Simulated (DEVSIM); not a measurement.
Device: Si p+/n-/n+ power diode, at 300 K.

```
layer (left to right)  material  thickness (μm)  Nd (cm⁻³)  Na (cm⁻³)  τn (s)  τp (s)
---------------------  --------  --------------  ---------  ---------  ------  ------
1                            Si            3.70          -       6e18  2.8e-7  2.8e-7
2                            Si            3.30     3.1e14          -  2.8e-7  2.8e-7
3                            Si            3.20       4e18          -  2.8e-7  2.8e-7
```

Left contact: ohmic. Right contact: ohmic. Voltage is applied to the left contact. Recombination: SRH at mid-gap, radiative. Mobility is μmin + (μ − μmin)/(1 + (N/Nref)^α).

Constants are typed, rounded textbook-type inputs, not results; the design itself was drawn at random and stands for no fabricated device. Values at 300 K; Nc and Nv go as T^1.5, mobilities as T to minus their exponent, the gap by Varshni's rule with the affinity fixed. The table also holds parameters that only a changed run uses.

| parameter | Si |
|---|---|
| gap (eV) | 1.124 |
| affinity (eV) | 4.05 |
| permittivity | 11.7 |
| Nc (cm⁻³) | 2.86e19 |
| Nv (cm⁻³) | 3.1e19 |
| μn (cm²/Vs) | 1417 |
| μp (cm²/Vs) | 470 |
| μn,min | 52 |
| μp,min | 45 |
| Nref,n | 9.7e16 |
| Nref,p | 2.2e17 |
| αn | 0.68 |
| αp | 0.72 |
| T exponent of μn | 2.3 |
| T exponent of μp | 2.2 |
| B (cm³/s) | 4.7e-15 |
| Cn (cm⁶/s) | 2.8e-31 |
| Cp (cm⁶/s) | 9.9e-32 |
| Varshni α (eV/K) | 0.000473 |
| Varshni β (K) | 636 |

Simulated with DEVSIM: 1D drift-diffusion, Boltzmann statistics, complete ionisation; no tunnelling, impact ionisation, image-force lowering or self-heating.

Base results: dark forward voltage at 100 A/cm² (V) 0.894; dark forward voltage at 1 A/cm² (V) 0.711; potential step across the device at zero bias (V) 1.031.

What follows from this one change: temperature 300 → 250 K?

dark forward voltage at 100 A/cm² 0.894 → 0.955 V; dark forward voltage at 1 A/cm² 0.711 → 0.804 V; potential step across the device at zero bias 1.031 → 1.070 V.

What follows from this one change: minority lifetime in layer 2 2.8e-07 → 8.4e-06 s?

dark forward voltage at 100 A/cm² 0.894 → 0.904 V; dark forward voltage at 1 A/cm² 0.711 → 0.777 V; potential step across the device at zero bias little changed (1.031 V).

What follows from this one change: thickness of layer 1 3.7 → 1.3 μm?

dark forward voltage at 100 A/cm² 0.894 → 0.881 V; dark forward voltage at 1 A/cm² little changed (0.709 V); potential step across the device at zero bias little changed (1.031 V).

What follows from this one change: doping Na of layer 1 6e+18 → 6e+17 cm^-3?

dark forward voltage at 100 A/cm² 0.894 → 0.837 V; dark forward voltage at 1 A/cm² 0.711 → 0.692 V; potential step across the device at zero bias 1.031 → 0.971 V.

What follows from this one change: constant mobility in place of the doping-dependent one?

dark forward voltage at 100 A/cm² 0.894 → 0.849 V; dark forward voltage at 1 A/cm² 0.711 → 0.699 V; potential step across the device at zero bias little changed (1.031 V).
